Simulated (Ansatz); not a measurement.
**BeS, pressure series**

Consider BeS in the zinc blende structure (space group F-43m, No. 216; a = 4.876 Å).

Cell and atoms are relaxed at each pressure.

The values are results of plane-wave PAW DFT at the PBE level (Ansatz, a quantum-chemistry and plane-wave program, 420 eV), without spin-orbit coupling, not measurements.

| P (GPa) | V (Å³/atom) |
|---|---|
| -1.99 | 14.819 |
| -0.99 | 14.650 |
| 0.30 | 14.445 |
| 0.70 | 14.384 |
| 1.50 | 14.266 |
| 3.01 | 14.056 |
| 5.02 | 13.796 |
| 7.50 | 13.504 |
| 10.00 | 13.236 |

Problem. Fit a third-order Birch–Murnaghan equation of state.

Solution. Least squares on P(V) = (3B₀/2)[(V₀/V)^(7/3) − (V₀/V)^(5/3)]·[1 + (3/4)(B₀′ − 4)((V₀/V)^(2/3) − 1)] gives V₀ = 14.49 Å³/atom, B₀ = 93 GPa and B₀′ = 3.8.

Between the base and pressure 10 GPa the gap moves from 3.15 eV to 2.93 eV, a mean slope of -22 meV/GPa.

Load acts through the strain it causes; cell and atoms are relaxed under it. Stability against distortions was not tested. Competing high-pressure phases were not computed.
